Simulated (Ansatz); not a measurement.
## A series of runs on MgZn2 (Cm, 6 atoms in the cell)

MgZn$_{2}$ is modelled in the monoclinic space group Cm (No. 8), Pearson symbol mS12. Lattice parameters: a = 10.348 Å, b = 3.042 Å, c = 6.750 Å, α = γ = 90.00°, β = 101.68°. Mg1 on 2a is surrounded by 8 Zn at 2.823–2.880 Å and 4 Mg at 3.042–3.090 Å (anticuboctahedral). Mg2 on 2a is surrounded by 8 Zn at 2.766–2.927 Å and 4 Mg at 3.042–3.090 Å (anticuboctahedral). Zn1 on 2a sees 3 Mg at 2.766–2.834 Å and 9 Zn at 2.820–3.042 Å (anticuboctahedral). Zn2 on 2a is surrounded by 7 Zn at 2.776–3.042 Å and 5 Mg at 2.823–2.862 Å (anticuboctahedral). Zn3 on 2a is surrounded by 4 Mg at 2.783–2.880 Å and 2 Zn at 2.810 Å and 6 Zn at 2.957–3.042 Å (anticuboctahedral). Zn4 on 2a sees 6 Zn at 2.776–2.850 Å and 2 Zn at 3.042 Å and 4 Mg at 2.873–2.927 Å (anticuboctahedral). (Neighbours: up to the widest gap in distance over summed covalent radii, below 1.35, at either atom.)
(The calculation used a cell of 6 atoms; values per cell refer to that cell.)

Base run A: PBEsol, default PAW files made with PBE run with Ansatz (a first-principles code), self-consistent single point.

Its settings: basis.ecutwfc = 420 eV; kpoints.mp_grid.grid = 9 9 4; hamiltonian.xc = pbesol; hamiltonian.pseudopotentials = {kind: paw} (the program's default PAW files); scf.occupations.method = gaussian; scf.occupations.width = 0.1 eV.

The starting cell comes from a database of computed structures (which also holds hypothetical and non-ambient phases and stackings), without a prior relaxation at this level. In the base run, with a pressure of about -3 GPa the cell is away from its equilibrium volume at this level. Ansatz's pressure includes its estimate of the finite-basis (Pulay) stress.

ΔF is the free energy per atom less that of run A. 

```
run  kpoints.mp_grid.grid, scf.occupations.width  ΔF (meV/atom)  pressure (GPa)  largest force (eV/Å)  TS (meV/atom)  k-points
---  -------------------------------------------  -------------  --------------  --------------------  -------------  --------
A                                  9 9 4, 0.1 eV           0.00           -3.24                 0.195            1.7        95
B                                 6 6 3, 0.03 eV          -0.62           -3.09                 0.204            0.1        34
C                                  6 6 3, 0.1 eV          -1.19           -3.15                 0.201            1.5        34
D                                  6 6 3, 0.3 eV           -7.7           -3.15                 0.199           14.2        34
E                                 8 8 4, 0.03 eV           -3.7           -3.26                 0.163            0.1        78
F                                  8 8 4, 0.1 eV           -4.1           -3.26                 0.164            1.0        78
G                                  8 8 4, 0.3 eV           -9.1           -3.18                 0.165           12.4        78
H                                 9 9 4, 0.03 eV           0.88           -3.22                 0.194            0.2        95
I                                  9 9 4, 0.3 eV           -6.1           -3.18                 0.192           13.4        95
J                               11 11 5, 0.03 eV            3.7           -3.22                 0.164            0.2       168
K                                11 11 5, 0.1 eV            2.7           -3.19                 0.161            1.9       168
L                                11 11 5, 0.3 eV           -4.3           -3.11                 0.162           15.3       168
```

Run F against A: The free energy goes down by 4.1 meV/atom, the pressure stays near -3.26 GPa while the yy stress (positive for compression) goes from -2.79 to -3.50 GPa and the largest force goes from 0.195 to 0.164 eV/Å.

Run D against A: The free energy drops by 7.7 meV/atom, the pressure stays near -3.15 GPa while the yy stress (positive for compression) goes from -2.79 to -1.91 GPa and the largest force hardly changes (0.195 to 0.199 eV/Å).

Run C against A: The free energy goes down by 1.2 meV/atom, the pressure stays near -3.15 GPa while the yy stress (positive for compression) goes from -2.79 to -2.33 GPa and the largest force hardly changes (0.195 to 0.201 eV/Å).

Keys are those of Ansatz 0.2.
